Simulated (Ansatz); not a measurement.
The starting structures come from a database of crystals and need not be the phases stable at ambient conditions.

```
LaN
1.0
    4.13622     0.00000     0.00000
    0.00000     5.92259     0.00000
    2.06811     0.00000     3.58207
La N
2 2
Cartesian
  2.06811   0.01451   1.19402
  4.13622   2.97581   2.38805
  2.06811   3.47982   1.19402
  4.13622   0.51852   2.38805
```

Space group of this cell: P6_3mc, wurtzite. The cell is taken as given.

Transport runs along the normal of the first two printed cell vectors, the (100) plane of the conventional cell.

The gap is the functional's own. No spin-orbit coupling. Mid-gap values are interpolated on the energy grid.

Task: Give the band gap and the smallest decay constant κ at mid-gap that r2SCAN (Ansatz, a quantum-chemistry and plane-wave program) yields.

Result: Gap 1.45 eV on a 8×6×8 mesh; κ = 0.265 1/Å, at the zone centre.
